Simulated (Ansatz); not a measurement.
## SiC: C → Ge

The parent structure is SiC (space group P6_3mc, No. 186; a = 3.0776 Å, c = 10.0763 Å).

It is then changed as follows: every C is replaced by Ge, then cell and atoms are relaxed.

Level of theory: r2SCAN, PAW, 500 eV (Ansatz, a first-principles code; without spin-orbit coupling). Γ-centred 10×10×3 mesh, Fermi–Dirac width 0.05 eV, for the changed cell.

```csv
quantity,base,changed,shift
density,3.22 g/cm³,3.93 g/cm³,+0.71 g/cm³
lattice parameter a,5.816 bohr,7.393 bohr,+1.577 bohr
c/a ratio,3.274,3.286,+0.012
space group,P6_3mc (No. 186),P6_3mc (No. 186),–
shortest interatomic distance,3.559 bohr,4.527 bohr,+0.9686 bohr
band gap (an upper bound: an edge found on the path is not a true extremum; the changed cell),2.60 eV,0.75 eV,-1.85 eV
```

Cost of the whole job for the changed cell (relaxation, final SCF and bands): around 8 core-minutes (rough).

Stability against distortions was not tested. For SiGe in this form, whether it has been made was not checked.
